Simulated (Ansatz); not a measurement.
## NiBi (P6_3/mmc): resistivity and electron-phonon coupling

Consider the following.

```
CELL_PARAMETERS angstrom
      4.10420     0.00000     0.00000
     -2.05210     3.55434     0.00000
      0.00000     0.00000     5.16800
ATOMIC_POSITIONS crystal
  Ni 0.00000 0.00000 0.50000
  Ni 0.00000 0.00000 0.00000
  Bi 0.33333 0.66667 0.25000
  Bi 0.66667 0.33333 0.75000
```

Level of theory: PBEsol, DFPT electron-phonon coupling, linearised Boltzmann equation (plane waves, PAW, scalar-relativistic; Ansatz, an electronic-structure program). Geometry: relaxed with this functional, without spin-orbit coupling.

```yaml
resistivity at 300 K: 8.7 (x), 8.7 (y), 12.2 (z) μΩ·cm
resistivity at 77 K: 1.57 (x), 1.57 (y), 2.2 (z) μΩ·cm
electron mean free path at 300 K (weighted by the current that each state carries): 10.2 nm
drude_plasma_energy: 6.8 (x), 6.8 (y), 5.8 (z) eV
```

A metal at this level (no band gap). Only scattering by harmonic phonons is included (no impurities, grain boundaries, electron-electron scattering or thermal expansion). Spin-orbit coupling is left out, which matters with elements this heavy. Halving the electron mesh (24x24x16) moves the resistivity by up to 5 % at 300 K, the mean free path by up to 8 %. Smearing 0.20 eV; phonons on a 4x4x3 q mesh, which this run doesn't test and which matters most at low temperature.

Computed structure, not matched to a measured one here, so possibly hypothetical: NiBi (P6_3/mmc). Treated as nonmagnetic (a ferromagnetic start lost its moment, other orders weren't tried): NiBi (P6_3/mmc).
